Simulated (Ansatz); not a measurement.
The reference is HfN in the rock salt structure (space group Fm-3m, No. 225; a = 4.4683 Å; relaxed with 0.1 eV smearing).

Calculations: LDA (Ansatz, a quantum-chemistry and plane-wave program), scalar-relativistic without spin-orbit coupling.

Before the change:

| Quantity | Value |
|---|---|
| Pressure | 0.0 GPa |

Now apply this change: an isotropic linear strain of −3.00 %; the atoms relax in the strained cell.

Question: How does this affect the energy relative to the base?

Answer: The energy grows by 94 meV/atom.

Question: Estimate the effect on the pressure.

Answer: The pressure goes from zero to 33.4 GPa.

Stability against distortions was not tested. All final runs are without spin polarisation. An odd electron count without spin: HfN.
